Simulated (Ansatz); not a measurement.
The parent structure is Cs2NaBiF6 (space group Fm-3m, No. 225).

```
CELL_PARAMETERS angstrom
      0.00000     4.57603     4.57603
      4.57603     0.00000     4.57603
      4.57603     4.57603     0.00000
ATOMIC_POSITIONS crystal
  Cs 0.25000 0.25000 0.25000
  Cs 0.75000 0.75000 0.75000
  Na 0.50000 0.50000 0.50000
  Bi 0.00000 0.00000 0.00000
  F  0.24697 0.24697 0.75303
  F  0.75303 0.75303 0.24697
  F  0.75303 0.24697 0.24697
  F  0.24697 0.75303 0.75303
  F  0.24697 0.75303 0.24697
  F  0.75303 0.24697 0.75303
```

Cartesian axes are those of the cell as printed.

Calculations: PBEsol/PAW in Ansatz (a quantum-chemistry and plane-wave program), no spin-orbit coupling, earlier PAW set.

Base values:

The band gap is 4.97 eV and the shortest interatomic distance comes out as 2.260 Å.

One thing is altered: uniaxial stress, 8 GPa compression along z, with the cell and atoms free to relax against it.

### Question
Predict the new band gap.

### Answer
The band gap drops by 0.18 eV, from 4.97 eV to 4.79 eV.

### Question
How does this affect the shortest interatomic distance?

### Answer
The shortest interatomic distance drops by 0.240 Å, from 2.260 Å to 2.020 Å.

Spin-orbit coupling, missing from the scalar runs, can matter with Bi. Load acts through the strain it causes; cell and atoms are relaxed under it. Beyond what the load breaks, stability against distortions was not tested.
